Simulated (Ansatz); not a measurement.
Ti3InN (Pm-3m, No. 221, 5 atoms in the cell; start mp-21233)

These are LDA (PAW; Ansatz, an electronic-structure program) values and carry that method's errors.

Run with plane-wave cutoff 520 eV, 14×14×14 k mesh, Fermi–Dirac smearing 0.05 eV, no spin polarisation, scalar-relativistic PAW data made under PBE.

Cell (relaxed at this level):

```
CELL_PARAMETERS angstrom
      4.11050     0.00000     0.00000
      0.00000     4.11050     0.00000
      0.00000     0.00000     4.11050
ATOMIC_POSITIONS crystal
  Ti 0.00000 0.50000 0.50000
  Ti 0.50000 0.00000 0.50000
  Ti 0.50000 0.50000 0.00000
  In 0.00000 0.00000 0.00000
  N  0.50000 0.50000 0.50000
```

```json
{
  "bulk_modulus": "180 GPa"
}
```

Note: the run has no spin polarisation, so it can have missed a magnetic state; the bulk modulus is −V dP/dV from two relaxed cells at ±2 % in volume; the relaxation could not lower the start's symmetry, so the cell can be a saddle point above a distorted one.

Spin–orbit coupling is not included; it can open a gap where bands touch, and shift volumes and moduli.

It cost roughly 90 core-seconds of CPU time.

A start named mp-… is a Materials Project structure, which need not be a measured phase.
